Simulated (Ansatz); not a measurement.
CaC6 (R-3m, No. 166), treated with PBEsol in Ansatz (plane waves, PAW).

Run with plane-wave cutoff 520 eV, 16×16×16 k mesh, Fermi–Dirac smearing 0.05 eV, scalar-relativistic PAW data made under PBE.

Energies at three volumes about the minimum:

| V (Å³/atom) | E − E_lowest (meV/atom) |
|---|---|
| 10.045 | 1.52 |
| 10.250 | 0.00 |
| 10.455 | 1.37 |

Problem. Fit a parabola by hand: where is the minimum, and what is the bulk modulus?

Solution. Slopes: (0.00 − 1.52)/(10.250 − 10.045) = -7.415 and (1.37 − 0.00)/(10.455 − 10.250) = 6.683 meV/Å³. Curvature E″ = 2 × (6.683 − (-7.415))/(10.455 − 10.045) = 68.771 meV/Å⁶. From the middle of the first interval, the slope vanishes at V0 = 10.1475 − (-7.415)/68.771 = 10.255 Å³/atom. B = V0 E″ = 10.255 × 68.771 meV/Å³ × 0.1602 GPa per meV/Å³ = 113 GPa. The full Birch–Murnaghan fit to all volumes gives V0 = 10.249 Å³/atom and B0 = 113 GPa.

Shape and atoms are relaxed at each volume.

Note: the relaxation could not lower the start's symmetry, so the cell can be a saddle point above a distorted one.

Ansatz is a quantum-chemistry and plane-wave program.
